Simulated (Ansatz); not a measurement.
Base system: Ti in the hcp (Mg type) structure (space group P6_3/mmc, No. 194; a = 2.939 Å, c = 4.650 Å).

Level of theory: PBE (Ansatz, an electronic-structure program; PAW; 420 eV plane waves; no spin-orbit coupling), earlier PAW set.

Base values:

| Property | Result |
|---|---|
| c/a ratio | 1.582 |
| Volume per atom | 17.39 Å³ |

Perturbation: cell and atoms relaxed at a pressure of 7 GPa.

Q: How does this affect the c/a ratio and volume per atom?

A: The c/a ratio rises by 0.003, from 1.582 to 1.585; the volume per atom falls by 0.96 Å³ (17.39 Å³ → 16.43 Å³).

Load acts through the strain it causes; cell and atoms are relaxed under it. Stability against distortions was not tested. Competing high-pressure phases were not computed. All final runs are without spin polarisation.
